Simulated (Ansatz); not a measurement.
An Ansatz (an electronic-structure program) input (PBEsol in Ansatz (plane waves to 420 eV, PAW, spin-orbit coupling left out), earlier PAW set):

Ansatz 0.2 input:
```yaml
crystal:
  lattice:
    - [2.8125310778, 0, 0]
    - [0, 2.8125310778, 0]
    - [1.4062655389, -1.4062655389, 2.0677630864]
  atoms:
    - { symbol: Au, position: [0, 0, 0] }
basis: { ecutwfc: 420, ecutrho_ratio: 4, xc_grid: 2, fft_grid_basis: typed }
kpoints: { mp_grid: { grid: [28, 28, 28] } }
hamiltonian:
  xc: pbesol
  dispersion: none
  pseudopotentials: { azcp: { folder: ./paw }, kind: paw }
scf: { occupations: { method: fermi_dirac, width: 0.1 } }
relax: { f_tol: 0.005, max_steps: 50, cell: { stress_tol: 0.01, fix: [a, b, gamma] } }
output: { forces: true, stress: true }
checkpoint: { write: state.ck, write_every: 1000 }
```

Q: Which symmetry and how many k-points will the program report, and about how many plane waves at Γ?

A: Space group I4/mmm (ITA 139) with 16 operations, k-points 1639 of 21952, and 331 plane waves at Γ.

Q: And the final pressure?

A: 1.93 GPa (compression positive).

The cells carry an imposed strain or load. No phonon test of stability was made. The cell was made from Au in the fcc (Cu type) structure (space group Fm-3m, No. 225) by this change: biaxial strain −2.58 %, plane normal [001], relaxed out of plane.
